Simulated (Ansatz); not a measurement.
**Effect of biaxial strain −3.28 %, plane normal [001], relaxed out of plane on Bi**

Base system: Bi (space group R-3m, No. 166; a = 4.473 Å, c = 11.266 Å (hexagonal axes); relaxed with 0.1 eV smearing). Axes: x lies along a and z along c of the hexagonal cell.

Now apply this change: biaxial strain −3.28 %, plane normal [001], relaxed out of plane (Cartesian); in-plane vectors clamped, the third vector and the atoms free.

Computed with PBEsol-D3(BJ) (Ansatz, a program for electronic structure, PAW, without spin-orbit coupling), earlier PAW set. Γ-centred 16×16×16 mesh, Fermi–Dirac width 0.1 eV.

```json
[
 {"quantity": "volume per atom", "base": "32.53 Å³", "changed": "31.85 Å³", "shift": "-0.68 Å³"},
 {"quantity": "space group", "base": "R-3m (No. 166)", "changed": "R-3m (No. 166)", "shift": "–"},
 {"quantity": "shortest interatomic distance", "base": "306.8 pm", "changed": "305.9 pm", "shift": "-0.9 pm"},
 {"quantity": "energy relative to the base (free energy F)", "base": "0 meV/atom", "changed": "+12 meV/atom", "shift": "+12 meV/atom"},
 {"quantity": "band gap", "base": "zero", "changed": "zero", "shift": "–"},
 {"quantity": "out-of-plane strain", "base": "–", "changed": "+4.66 %", "shift": "–"},
 {"quantity": "ratio −ε⊥/ε∥", "base": "–", "changed": "1.42", "shift": "–"},
 {"quantity": "mean in-plane stress (compression positive)", "base": "–", "changed": "+1.5 GPa", "shift": "–"}
]
```

Final structure (turned so that z lies along the plane normal):

```yaml
crystal:
  lattice:
    - [4.32633, 0.00000, 0.00000]
    - [2.16317, 3.74671, 0.00000]
    - [2.16317, -1.24890, 3.92999]
  atoms:
    - { symbol: Bi, position: [0.51685, 0.24157, 0.72472] }
    - { symbol: Bi, position: [0.48315, 0.75843, 0.27528] }
```

With Bi present, leaving out spin-orbit coupling can change the band edges. Stability against distortions was not tested.
